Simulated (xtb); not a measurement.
xtb 6.7.1, GFN2-xTB: V(S)(Cl)2(OMe) (C[O][V](=[S])([Cl])[Cl]), 9 atoms. The geometry is a generated start, not checked to be a minimum at this level.

```
Property                  Result
-----------------  -------------
run flags                 --grad
method                  GFN2-xTB
--acc                1 (default)
--etemp (K)        300 (default)
basis functions               51
valence electrons             38
```

```xyz
9

V      0.4548     0.5303     1.1520
S      2.4168    -0.0231     0.9771
Cl    -0.1596    -0.2908     2.9058
Cl     0.4816     2.5459     1.4010
O     -0.2865    -0.0060    -0.1489
C     -0.6544    -0.5709    -1.3284
H     -0.9890     0.2040    -2.0317
H      0.2092    -1.1019    -1.7610
H     -1.4730    -1.2877    -1.1660
```

Charge 0 and multiplicity 1 are set for this test and not shown to be the ground state.

One run each on 1 thread. Values of broydamp tried: 0.02, 0.05, 0.1, 0.2, 0.4 (default), 0.6, 0.8, 1.

**Question.** Predict the course of the SCC iterations along this series.

**Answer.** Fewest SCC iterations, within one of each other: 0.1 with 23, 0.2 with 24, 0.4 (default) with 23, 0.6 with 23, 1 with 24. The count rises to 36 at 0.02. All converge to one solution.

```csv
broydamp,SCC iterations,end
0.02,36,same solution
0.05,27,same solution
0.1,23,same solution
0.2,24,same solution
0.4 (default),23,same solution
0.6,23,same solution
0.8,25,same solution
1,24,same solution
```
